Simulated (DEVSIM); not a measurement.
## CdS/CdTe n-p heterojunction

Structure: CdS/CdTe n-p heterojunction, at 300 K.

```tsv
layer (left to right)	material	thickness (μm)	Nd (cm⁻³)	Na (cm⁻³)	τn (s)	τp (s)
1	CdS	0.170	3.5e16	-	2e-8	2e-8
2	CdTe	0.550	-	7.4e17	2e-8	2e-8
```

Left contact: ohmic. Right contact: ohmic. Voltage is applied to the left contact. Recombination: SRH at mid-gap, radiative, Auger. Mobility is constant in doping.

The device is made up for the run: typed textbook-type constants, with dimensions and the other settings drawn at random. Values at 300 K.

| parameter | CdS | CdTe |
|---|---|---|
| gap (eV) | 2.4 | 1.5 |
| affinity (eV) | 4.3 | 4.28 |
| permittivity | 9 | 10.2 |
| Nc (cm⁻³) | 2.2e18 | 8e17 |
| Nv (cm⁻³) | 1.8e19 | 1.8e19 |
| μn (cm²/Vs) | 300 | 1000 |
| μp (cm²/Vs) | 25 | 80 |
| B (cm³/s) | 1e-10 | 1e-10 |
| Cn (cm⁶/s) | 1e-30 | 1e-30 |
| Cp (cm⁶/s) | 1e-30 | 1e-30 |

Model (solved in DEVSIM): 1D drift-diffusion, Boltzmann statistics, complete ionisation; no tunnelling, impact ionisation, image-force lowering or self-heating. Band offsets follow the typed affinities; no thermionic-emission limit at abrupt steps, no polarisation charge.

* **Potential step across the device at zero bias**: 1.290 V
* **Largest field in the device at zero bias**: 130000 V/cm
* **Dark forward voltage at 1 A/cm²**: 1.133 V
* **Dark forward voltage at 100 A/cm²**: 1.253 V

Dark forward current:

| V (V) | J (A/cm²) |
|---|---|
| -0.30 | -1.0e-14 |
| -0.35 | -7.2e-14 |
| -0.40 | -4.9e-13 |
| -0.45 | -3.4e-12 |
| -0.50 | -2.4e-11 |
| -0.60 | -1.1e-9 |
| -0.65 | -7.8e-9 |
| -0.70 | -5.4e-8 |
| -0.75 | -3.7e-7 |
| -0.80 | -2.6e-6 |
| -0.85 | -1.8e-5 |
| -0.90 | -0.00012 |
| -0.95 | -0.00085 |
| -1.00 | -0.0059 |
| -1.05 | -0.041 |
| -1.15 | -1.9 |
| -1.20 | -13 |
| -1.25 | -89 |
| -1.30 | -520 |
| -1.35 | -2100 |
